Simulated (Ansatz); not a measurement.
# Cl interstitial in fcc Rh

Computed with PBE, PAW (plane waves to 420 eV; Ansatz, an electronic-structure program). Details: 32-site cell; 6×6×6 shifted k-points; start: void with 6Rh nearest; not converged in cell size; the relaxation kept the symmetry of the starting site; relaxed from one start, so a lower configuration may exist.

Neighbours after relaxation, in Å: of the Cl atom: Rh 2.15, Rh 2.15, Rh 2.15, Rh 2.15, Rh 2.15, Rh 2.15.

Formation energies E_f are those of the neutral cell. Chemical conditions: host crystal and elements as references (Δμ(Cl) = 0.00 eV; Cl taken from its element, since no compound that bounds it was computed at this level; only phases computed here count, gases as isolated molecules at 0 K). Reference phases: Cl: Cl2 molecule in a box.

The name describes the start; the neighbours show where the added atom ended.

```
charge         moment (μB)  point group  largest move off a lattice site (Å)  E_f, host crystal and elements as references (eV)
------  ------------------  -----------  -----------------------------------  -------------------------------------------------
0       not spin-polarised           Oh                                 0.23                                               5.27
```

Point groups are those of the whole cell at tolerances of 0.03 and 0.1 Å ("near" where only the looser one holds); none is given for unsettled states.
